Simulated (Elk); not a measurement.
Input and output of a self-consistent single point for ZnO (P6_3mc, 4 atoms in the cell) (Elk).

Computed with PBE, all-electron FP-LAPW, Elk's shipped species files, LAPW+lo basis in Elk.

The change in words: lattice scaled by 0.98. Reference geometry:
```yaml
crystal:
  lattice:
    - [3.23735, 0.00000, 0.00000]
    - [-1.61868, 2.80363, 0.00000]
    - [0.00000, 0.00000, 5.22206]
  atoms:
    - { symbol: Zn, position: [0.66667, 0.33333, 0.50059] }
    - { symbol: Zn, position: [0.33333, 0.66667, 0.00059] }
    - { symbol: O, position: [0.66667, 0.33333, 0.87972] }
    - { symbol: O, position: [0.33333, 0.66667, 0.37972] }
```

Reference input (self-consistent single point, DFT, PBE, all-electron FP-LAPW, Elk's shipped species files, LAPW+lo basis): xctype = 20; rgkmax = 7.5; stype = 3; swidth = 0.000367493 Ha; ngridk = 6 6 4; gmaxvr = 16 1/bohr; nxoapwlo = 1. This run's input differs from it in these lines:

```diff
@@ -22,5 +22,5 @@
 avec
-    6.1177044976    0.0000000863    0.0000000000
-   -3.0588523235    5.2980874646    0.0000000000
-    0.0000000000    0.0000000000    9.8682632064
+    5.9953499058    0.0000006735    0.0000000000
+   -2.9976755361    5.1921249862    0.0000000000
+    0.0000000000    0.0000000000    9.6708983202
```

The program printed (abridged):

```
│ Self-consistent loop started │
│ Loop number : 1 │
 total energy                :     -3750.00175518
│ Loop number : 2 │
 total energy                :     -3750.04854824
RMS change in Kohn-Sham potential (target) :    1.411034444     (  0.1000000000E-05)
Absolute change in total energy (target)   :   0.4679306456E-01 (  0.1000000000E-03)
│ Loop number : 3 │
 total energy                :     -3749.52807743
RMS change in Kohn-Sham potential (target) :    1.377377586     (  0.1000000000E-05)
Absolute change in total energy (target)   :   0.5087725457     (  0.1000000000E-03)
│ Loop number : 4 │
   [... lines left out ...]
Absolute change in total energy (target)   :   0.3162900630E-03 (  0.1000000000E-03)
│ Loop number : 15 │
 total energy                :     -3742.96595967
RMS change in Kohn-Sham potential (target) :   0.3123307414E-06 (  0.1000000000E-05)
Absolute change in total energy (target)   :   0.1457938174E-03 (  0.1000000000E-03)
│ Loop number : 16 │
 total energy                :     -3742.96595055
RMS change in Kohn-Sham potential (target) :   0.1453514818E-06 (  0.1000000000E-05)
Absolute change in total energy (target)   :   0.4557511420E-04 (  0.1000000000E-03)
Convergence targets achieved

│ Loop number : 17 │

Energies :
 Fermi                       :     0.191016021586
 total energy                :     -3742.96594581

Density of states at Fermi energy :   0.2721870798E-06
 (states/Hartree/unit cell)

Estimated indirect band gap :   0.3269255836E-01
 from k-point      1 to k-point      1
Estimated direct band gap   :   0.3269255836E-01
 at k-point      1

Charges :
 core                        :    28.00000000
 valence                     :    48.00000000
 interstitial                :    5.257191383
 muffin-tins (core leakage)
  species :    1 (Zn)
   atom    1                 :    28.35815227     (  0.6319279849E-03)
   atom    2                 :    28.35815227     (  0.6319279849E-03)
  species :    2 (O)
   atom    1                 :    7.013252040     (  0.2078777377E-06)
   atom    2                 :    7.013252040     (  0.2078777377E-06)
 total in muffin-tins        :    70.74280862
 total calculated charge     :    75.99571409
 total charge                :    76.00000000
 error                       :   0.4285907351E-02

│ Self-consistent loop stopped │
```

The run converged in 17 iterations. The count includes the last loop, which Elk runs after its targets are met. Against the reference run the gap on the mesh goes from 0.804 to 0.890 eV.

The starting cell comes from a database of computed structures (which also holds hypothetical and non-ambient phases and stackings), without a prior relaxation at this level. For this run, on top of that: lattice scaled by 0.98. Values depend on the basis (sphere radii, cutoffs, local orbitals), which need not be converged.

Cost on one core of a shared machine: roughly 60 s.
